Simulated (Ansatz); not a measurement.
A computed series for AlN: response to strain

The parent structure is AlN in the rock salt structure (space group Fm-3m, No. 225; a cell from a computed database, its experimental status unchecked).

```xyz
2
Lattice="0.0000 2.0226 2.0226 2.0226 0.0000 2.0226 2.0226 2.0226 0.0000" Properties=species:S:1:pos:R:3 pbc="T T T"
Al     2.0226     2.0226     2.0226
N      0.0000     0.0000     0.0000
```

Cartesian axes are those of the cell as printed.

Strains are applied to the cell and any free atomic positions relax; under biaxial strain the out-of-plane vector relaxes too.

Levels (all Ansatz, a first-principles code, PAW): PBEsol (420 eV, no spin-orbit coupling); r2SCAN (500 eV, without spin-orbit coupling); HSE06 (420 eV, no spin-orbit coupling).

Band gaps by level, all at the geometries relaxed with PBEsol:

```tsv
case	PBEsol	r2SCAN	HSE06
base	4.55 eV	5.47 eV	6.02 eV
biaxial strain −4.14 %, plane normal [001], relaxed out of plane	4.56 eV	5.45 eV	5.93 eV
isotropic strain −1.17 %	4.89 eV	5.83 eV	6.40 eV
uniaxial strain ε_yy = +5.02 %	3.76 eV	4.65 eV	5.14 eV
tensor shear ε_yz = −2.97 %	3.40 eV	4.25 eV	4.82 eV
tensor shear ε_yz = +0.74 %	4.36 eV	5.26 eV	5.82 eV
tensor shear ε_xy = −2.89 %	3.44 eV	4.29 eV	4.86 eV
```

Single points use the geometry relaxed with PBEsol. The hybrid gap comes from the SCF mesh plus the semilocal run's edge points and a few special points and is an upper bound. Stability against distortions was not tested. This is not the structure that AlN has at room temperature and ambient pressure.
